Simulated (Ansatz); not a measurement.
**Rb$_{2}$CrAgF$_{6}$ (space group Fm-3m, No. 225; ferromagnetic; a cell from a computed database, its experimental status unchecked)**

```cif
data_Ag4Cr4F24Rb8
_chemical_formula_sum 'Rb8 Cr4 Ag4 F24'
_space_group_name_H-M_alt 'Fm-3m'
_space_group_IT_number 225
_space_group_name_Hall '-F 4 2 3'
_cell_length_a 8.57587
_cell_length_b 8.57587
_cell_length_c 8.57587
_cell_angle_alpha 90.000
_cell_angle_beta 90.000
_cell_angle_gamma 90.000
loop_
_atom_site_label
_atom_site_type_symbol
_atom_site_symmetry_multiplicity
_atom_site_Wyckoff_symbol
_atom_site_fract_x
_atom_site_fract_y
_atom_site_fract_z
_atom_site_occupancy
Rb1 Rb 8 c 0.25000 0.25000 0.25000 1
Cr1 Cr 4 a 0.00000 0.00000 0.00000 1
Ag1 Ag 4 b 0.50000 0.50000 0.50000 1
F1 F 24 e 0.00000 0.00000 0.22302 1
```
(The calculation used a cell of 10 atoms; values per cell refer to that cell.)

Level of theory: PBEsol/PAW in Ansatz (a first-principles code), scalar-relativistic without spin-orbit coupling. Γ-centred 7×7×7 mesh, Fermi–Dirac width 0.05 eV.

The volume per atom is 15.77 Å³, the density is 4.68 g/cm³ and the band gap comes out as 1.56 eV, direct at X. The electron mass comes out as 0.96 mₑ along k, 1.0 mₑ across and the magnetic state is ferromagnetic. The total energy is -2211.545 eV/atom (σ→0; compares only within this code and set-up).

Effective masses come from finite differences of ±0.01 Å⁻¹. Along k means along the line from Γ to the band edge. No phonon test of stability was made. No Hubbard U is applied and the magnetic state is the run's own (Rb2CrAgF6 ferromagnetic); small cells can't hold the antiferromagnetic order that many such compounds have, so gaps and moments can be off.
